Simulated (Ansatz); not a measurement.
**What uniaxial strain ε_zz = +0.25 % does to KI**

The parent structure is KI in the rock salt structure (space group Fm-3m, No. 225; a = 7.007 Å). Axes: x, y, z lie along the cube axes.

Now apply this change: uniaxial strain ε_zz = +0.25 %, all other strain components held at zero; the atoms relax in the strained cell.

Level of theory: PBEsol/PAW in Ansatz (an electronic-structure program), scalar-relativistic without spin-orbit coupling. k-mesh 8×8×8 (Γ-centred); smearing 0.05 eV (Fermi–Dirac).

```json
[
 {"quantity": "volume per atom", "base": "43.00 Å³", "changed": "43.10 Å³", "shift": "+0.107 Å³"},
 {"quantity": "space group", "base": "Fm-3m (No. 225)", "changed": "I4/mmm (No. 139)", "shift": "–"},
 {"quantity": "shortest interatomic distance", "base": "3.503 Å", "changed": "3.503 Å", "shift": "0.000 Å"},
 {"quantity": "energy relative to the base (free energy F)", "base": "0 meV/atom", "changed": "0.0 meV/atom", "shift": "0.0 meV/atom"},
 {"quantity": "pressure (mean of the normal stresses, compression positive)", "base": "0.00 GPa", "changed": "-0.03 GPa", "shift": "-0.03 GPa"},
 {"quantity": "band gap", "base": "3.87 eV", "changed": "3.87 eV", "shift": "-0.006 eV"},
 {"quantity": "gap character", "base": "direct at Γ", "changed": "direct at Γ", "shift": "–"},
 {"quantity": "electron mass", "base": "0.32 mₑ (at Γ)", "changed": "0.32 mₑ (at Γ)", "shift": "–"},
 {"quantity": "valley order (the lowest conduction-band minima on the path, energy above the VBM, named in the base's zone)", "base": "Γ 3.87 eV; X along ⟨100⟩ 4.79 eV", "changed": "Γ 3.87 eV; X along [100] 4.80 eV; X along [001] 4.80 eV", "shift": "–"},
 {"quantity": "stress (xx, yy, zz, yz, xz, xy; compression positive)", "base": "–", "changed": "(-0.01, -0.01, -0.07, 0.00, 0.00, 0.00) GPa", "shift": "–"}
]
```

Final structure:

```
CELL_PARAMETERS angstrom
      0.00000     3.50327     3.51203
      3.50327     0.00000     3.51203
      3.50327     3.50327     0.00000
ATOMIC_POSITIONS crystal
  I  0.00000 0.00000 0.00000
  K  0.50000 0.50000 0.50000
```

Spin-orbit coupling, missing from the scalar runs, can matter with I. Masses are band curvatures over ±0.01 Å⁻¹ around the edge. Whether these cells are dynamically stable was not tested. k-point labels follow each cell's own Brillouin zone.
